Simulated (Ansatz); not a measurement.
Amorphous Hf18O38Ge, 57 atoms at 8.73 g/cm³, one PBE-relaxed geometry, zone centre. Methods: PBE, scalar-relativistic without spin-orbit coupling (Ansatz, a quantum-chemistry and plane-wave program); r2SCAN, scalar-relativistic without spin-orbit coupling (Ansatz); HSE06, scalar-relativistic without spin-orbit coupling (Ansatz). Plane waves to 420 eV (r2SCAN 500 eV); exact exchange is cut at the cell's faces. At PBE the levels at the filled edge of the gap are localised (band-tail or defect states). All rungs ran without spin polarisation.

A CHGNet melt-quench gave the starting glass, which DFT then relaxed. O atoms were pushed apart under 1.9 Å during the dynamics, to hinder bonds among them. The hot cell started wider than the set density and was brought back towards it in steps. It is the lowest in DFT energy of 2 quenches. It is a model cell: composition and starting density were chosen by hand, and all elements were melted together. No dispersion term was used. Its density started from a set value of 8.72 and ended at 8.73 g/cm³. Cooling (nominally 380 K/ps over its main leg) ran many orders faster than in experiment, which tends to leave more defects and strain. One small periodic cell is one sample of the glass; other quenches scatter about these values. Volume and shape were free in the relaxation.

The relaxation ran on the zone centre alone. At PBE the level gap is 3.88 eV on a 2×2×2 Γ-centred mesh, and the spacing at the zone centre alone 3.92 eV.

Question: What zone-centre spacing does r2SCAN give, roughly?

Answer: 4.39 eV (+0.47 eV against PBE).

Question: What zone-centre spacing does HSE06 give, roughly?

Answer: 5.49 eV (+1.56 eV against PBE).

The highest filled and the lowest empty state spread over these numbers of atoms (participation numbers): PBE: 8.8 and 16.3; r2SCAN: 8.7 and 13.8; HSE06: 8.9 and 15.0.
